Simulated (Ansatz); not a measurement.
CsCl-type RuAl, treated with RPBE (Ansatz, a quantum-chemistry and plane-wave program, plane waves, PAW).

Settings: plane-wave cutoff 520 eV, 18×18×18 k mesh, Fermi–Dirac smearing 0.05 eV, no spin polarisation, scalar-relativistic PAW data made under PBE.

Computed at the level's own relaxed cell.

Q: Estimate the volume per atom, bulk modulus B0, lattice parameter a and pressure derivative B′ of the bulk modulus that the calculation returns.

A: 
- volume per atom = 13.79 Å³/atom
- bulk modulus B0 = 194 GPa
- lattice parameter a = 3.021 Å
- pressure derivative B′ of the bulk modulus = 4.4

The run finds no gap.

Measured, for comparison: lattice constant a 2.992 Å (temperature not stated, copied from a table, unchecked, not corrected to a static lattice; as tabulated in Acta Metallurgica 41, 863 (1993)). Computed (rounded) less measured: lattice constant a not scored (unchecked).
